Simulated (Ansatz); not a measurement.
Take KTaO3 in the cubic perovskite structure (space group Pm-3m, No. 221; a = 4.023 Å) as the base.

One thing is altered: cell and atoms relaxed at a pressure of 1.8 GPa.

Levels (all Ansatz, a first-principles code, PAW, earlier PAW set): PBE (420 eV, no spin-orbit coupling); r2SCAN (500 eV, spin-orbit coupling left out); HSE06 (420 eV, no SOC); PBE+SOC (420 eV, noncollinear with spin-orbit coupling).

At the geometry relaxed with PBE, these levels gave the following band gaps, in shuffled order: (a) 2.05 eV, (b) 2.60 eV, (c) 3.54 eV, (d) 2.19 eV.

Question: Match each gap to its level.

Answer: (a) PBE+SOC; (b) r2SCAN; (c) HSE06; (d) PBE.

Single points use the geometry relaxed with PBE. HSE06 gaps are upper bounds (no full band path). Differences between runs with and without spin-orbit coupling are approximate. With Ta present, leaving out spin-orbit coupling can change the band edges. Load acts through the strain it causes; cell and atoms are relaxed under it. Stability against distortions was not tested.
